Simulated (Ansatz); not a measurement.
# DyAu2 (I4/mmm, No. 139)

Level of theory: r²SCAN+rVV10 (plane waves, PAW; Ansatz, an electronic-structure program).

Run with plane-wave cutoff 560 eV, 22×22×22 k mesh, Fermi–Dirac smearing 0.05 eV, spin-polarised with parallel moments, scalar-relativistic PAW data made under PBE.

Cell: relaxed at this level.

```yaml
lattice_constant_a: 3.705 Å
c axis length: 9.046 Å
```

Note: the magnetic order was assumed, not searched for or taken from measurement; the 4f shell is treated without U or exact exchange, so its levels and filling can be wrong.

Spin–orbit coupling is not included; it can shift volumes and moduli of such heavy elements.

The computed numbers hold no vibrational or temperature effects.

The result took about 110 core-minutes (a rough figure).
